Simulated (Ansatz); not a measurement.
Base system: TlBr in the CsCl type structure (space group Pm-3m, No. 221; a = 3.915 Å). Axes: x, y, z lie along the cube axes.

Method: PBEsol in Ansatz (plane waves to 420 eV, PAW, no SOC).

For the base:

- Valley order = X along ⟨100⟩ 1.59 eV; R along ⟨111⟩ 1.81 eV
- Pressure = 0.00 GPa
- Electron mass = 0.14 mₑ along k, 0.20 mₑ across (at X)

The change: tensile biaxial strain of 1.67 % in the plane normal to [111], as in epitaxy on a mismatched substrate; the out-of-plane cell vector and the atoms relax.

Q: What happens to the ratio −ε⊥/ε∥?

A: The ratio −ε⊥/ε∥ amounts to 0.88.

Q: Predict the new valley order.

A: The valley order (the lowest conduction-band minima on the path, energy above the VBM, named in the base's zone) changes from X along ⟨100⟩ 1.59 eV; R along ⟨111⟩ 1.81 eV to X along [100] 1.63 eV; R along [111] 1.83 eV.

Q: How does this affect the pressure?

A: The pressure (mean of the normal stresses, compression positive) goes from zero to -0.43 GPa.

Q: What happens to the electron mass?

A: The electron mass changes from 0.14 mₑ along k, 0.20 mₑ across (at X) to 0.14 mₑ along k, 0.21 mₑ across (at X).

Spin-orbit coupling, missing from the scalar runs, can matter with Tl. The levels and masses belong to the bands next to the band gap. Effective masses come from finite differences of ±0.01 Å⁻¹. Along k means along the line from Γ to the band edge. Whether these cells are dynamically stable was not tested.

Ansatz is a first-principles code.
